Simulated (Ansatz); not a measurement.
For TiS2 (Fd-3m, No. 227, 12 atoms in the cell; start mp-9027; a measured phase of this formula has another space group), LDA (Ansatz, a quantum-chemistry and plane-wave program, plane waves, PAW) gives:

* **equilibrium lattice constant a**: 9.500 Å
* **enthalpy of formation**: -1.379 eV/atom

**Question.** What does PBEsol in Ansatz (plane waves, PAW) give for the same quantities?

**Answer.** 
- lattice constant a: 9.619 Å (increases by 1.3 %)
- formation enthalpy: -1.337 eV/atom (moves by +0.042 eV/atom)

Changes are worked out from the printed values.

Unless a cell is named, each level is at its own relaxed cell (LDA 17.86, PBEsol 18.54 Å³/atom).

Caveats: the relaxation could not lower the start's symmetry, so the cell can be a saddle point above a distorted one (LDA, PBEsol). Ansatz's density-functional and Hartree–Fock values are scalar-relativistic unless marked +SOC, with PAW data made under PBE.

A start named mp-… is a Materials Project structure, which need not be a measured phase.
